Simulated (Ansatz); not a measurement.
Worked calculations on one periodic cell of amorphous Ga24O39Mo: Ga24O39Mo, 64 atoms, volume 802.7 Å³, made by a melt-quench on the CHGNet potential and relaxed with DFT. O atoms were pushed apart under 1.9 Å during the dynamics, to hinder bonds among them. It is a model cell: composition and starting density were chosen by hand, and all elements were melted together. Cycles of charging were run to anneal it. The numbers are results of PBE, scalar-relativistic without spin-orbit coupling (plane waves to 420 eV, PAW; Ansatz, a program for electronic structure), not measurements. Sampling: a 2×2×2 Γ-centred mesh; Fermi-Dirac width 0.02 eV; no spin polarisation. Its volume was held where the quench left it, its shape was free, and it stands at a mean pressure of 0.2 GPa with stress components up to 0.2 GPa; the relaxation ran on the zone centre alone. Its density went from a set 4.95 to 4.95 g/cm³. The cell is small and was quenched far faster than a real film, so it is one sample of the glass.

**Question.** Count formal charges (Ga +3, O -2, Mo +6). What does the count lead one to expect at the Fermi level, and what does the calculation give?

**Answer.** 24 × (+3) + 39 × (-2) + 1 × (+6) = 0. The charges balance, so the anion-derived valence states can be full and a gap can open. On this mesh the highest filled and lowest empty level lie 1.57 eV apart, the PBE gap of this cell, with a localised state at one edge or both.

Four energies for a hole at PBE on the zone centre alone (charged cells in a uniform background, spin-polarised): neutral at the neutral geometry -117890.613 eV; charged at the neutral geometry -117896.598 eV; charged and relaxed -117896.729 eV; neutral at the charged geometry -117890.448 eV.

**Question.** Find the two relaxation energies and their sum, the reorganisation energy.

**Answer.** On charging: -117896.598 − (-117896.729) = 0.131 eV. On discharging: -117890.448 − (-117890.613) = 0.165 eV. The sum is 0.296 eV. The carrier's level spreads over 8 of the 64 atoms' worth, so it counts as partly localised, most on one O atom with neighbours Ga 1.81 Å, Ga 1.81 Å (neutral geometry). The values are uncorrected: the image energy of a point charge in this cell, 2.84 × 14.40 / (2 × 9.3) = 2.2 eV before screening, is screened by electrons alone at the fixed geometry and by ions too after relaxing, and the carrier can be spread before it relaxes, so each term can be off by up to that value times 1/ε∞, some tenths of an eV. PBE's self-interaction favours spread-out carriers, so a hybrid can localise more.
